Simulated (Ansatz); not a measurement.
Here is the system:

```xyz
4
Lattice="3.6261 0.0000 0.0000 1.8131 3.1403 0.0000 0.0000 0.0000 6.2621" Properties=species:S:1:pos:R:3 pbc="T T T"
Zn     1.8131     1.0468     0.0351
Zn     3.6261     2.0935     3.1662
S      1.8131     1.0468     2.3132
S      3.6261     2.0935     5.4442
```

No spin polarisation.

The values are results of Ansatz (a first-principles code), LDA, PAW, cutoff 420 eV, without spin-orbit coupling, not measurements. k-mesh 10×10×6 (Γ-centred); smearing 0.05 eV (Fermi–Dirac).

**Question.** Predict the band gap.

**Answer.** 2.14 eV.

**Question.** What is the computed mean in-plane stress (compression positive)?

**Answer.** +5.5 GPa.

The cells carry an imposed strain or load. Stability against distortions was not tested. The cell was made from ZnS in the wurtzite structure (space group P6_3mc, No. 186) by this change: biaxial strain −3.00 %, plane normal [001], relaxed out of plane.
